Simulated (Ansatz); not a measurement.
MoRh (P-6m2, No. 187, 2 atoms in the cell; start mp-1221419), treated with r²SCAN (Ansatz, a first-principles code, PAW).

Run with plane-wave cutoff 560 eV, 24×24×12 k mesh (along the axes of the cell as run), Fermi–Dirac smearing 0.05 eV, no spin polarisation, scalar-relativistic PAW data made under PBE.

Cell (relaxed at this level):

```
CELL_PARAMETERS angstrom
      2.75856     0.00000     0.00000
     -1.37928     2.38898     0.00000
      0.00000     0.00000     4.41111
ATOMIC_POSITIONS crystal
  Mo 0.00000 0.00000 0.50000
  Rh 0.33333 0.66667 0.00000
```

Question: What does this level give for the bulk modulus B0?

Answer: 
* **bulk modulus B0**: 281 GPa

Note: the run has no spin polarisation, so it can have missed a magnetic state; the bulk modulus is −V dP/dV from two relaxed cells at ±2 % in volume; the relaxation could not lower the start's symmetry, so the cell can be a saddle point above a distorted one.

Static lattice: no zero-point or thermal effects.

Cost on a shared machine: very roughly 4 core-minutes.

A start named mp-… is a Materials Project structure, which need not be a measured phase.
